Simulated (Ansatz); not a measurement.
Au: strain tensor (xx, yy, zz, yz, xz, xy) = (−0.12, −0.38, +0.43, −0.78, +0.43, −0.52) %

Take Au in the fcc (Cu type) structure (space group Fm-3m, No. 225; a = 4.0829 Å; relaxed with 0.1 eV smearing) as the base. Axes: x, y, z lie along the cube axes.

Now apply this change: the symmetric strain tensor [-0.0012 -0.0052 0.0043; -0.0052 -0.0038 -0.0078; 0.0043 -0.0078 0.0043]; the atoms relax in the strained cell.

Computed with PBEsol (Ansatz, an electronic-structure program), spin-orbit coupling left out, earlier PAW set. k-mesh 28×28×28 (Γ-centred); smearing 0.1 eV (Fermi–Dirac).

- Volume per atom = 17.00 Å³ (base 17.02 Å³)
- Space group = P-1 (No. 2) (base Fm-3m (No. 225))
- Shortest interatomic distance = 2.865 Å (base 2.887 Å)
- Energy relative to the base (free energy F) = +1.0 meV/atom
- Pressure (mean of the normal stresses, compression positive) = 0.2 GPa (base 0.0 GPa)
- Band gap = zero (base zero)
- Stress (xx, yy, zz, yz, xz, xy; compression positive) = (0.2, 0.3, 0.1, 0.6, -0.3, 0.4) GPa

No phonon test of stability was made.
